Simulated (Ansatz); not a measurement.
Reference: KF (Fm-3m), r2SCAN, rigid bands (plane waves, PAW, scalar-relativistic; Ansatz, an electronic-structure program); geometry: cell and atoms relaxed with PBEsol.

```xyz
2
Lattice="0.0000 2.6533 2.6533 2.6533 0.0000 2.6533 2.6533 2.6533 0.0000" Properties=species:S:1:pos:R:3 pbc="T T T"
K      0.0000     0.0000     0.0000
F      2.6533     2.6533     2.6533
```

The band gap comes out as 6.95 eV and the electron conductivity mass is 0.55 mₑ. The Seebeck coefficient, n-type 1e19 cm⁻³ is -224 μV/K.

**Question.** Swap F for Br, keeping the structure type. How do these values move?

**Answer.** KBr (Fm-3m): volume per atom 18.7 to 35.1 Å³; band gap falls (6.95 eV to 5.15 eV); electron conductivity mass falls (0.55 mₑ to 0.39 mₑ); Seebeck coefficient, n-type 1e19 cm⁻³ falls in size (-224 μV/K to -184 μV/K).

**Question.** Swap F for Cl, keeping the structure type. How do these values move?

**Answer.** KCl (Fm-3m): volume per atom 18.7 to 30.4 Å³; band gap falls (6.95 eV to 5.91 eV); electron conductivity mass falls (0.55 mₑ to 0.45 mₑ); Seebeck coefficient, n-type 1e19 cm⁻³ falls in size (-224 μV/K to -201 μV/K).

**Question.** Swap K for Na, keeping the structure type. How do these values move?

**Answer.** NaF (Fm-3m): volume per atom 18.7 to 12.4 Å³; band gap stays about the same (6.95 eV to 7.15 eV); electron conductivity mass rises (0.55 mₑ to 0.58 mₑ); Seebeck coefficient, n-type 1e19 cm⁻³ stays about the same (-224 μV/K to -229 μV/K).

Moves up to 5 % count as about the same. Masses are for dilute carriers at 300 K, harmonic means over directions unless an axis is named. Seebeck coefficients are for the stated density at 300 K, with one relaxation time for all states and whether or not that doping can be reached. Spin-orbit coupling is left out.
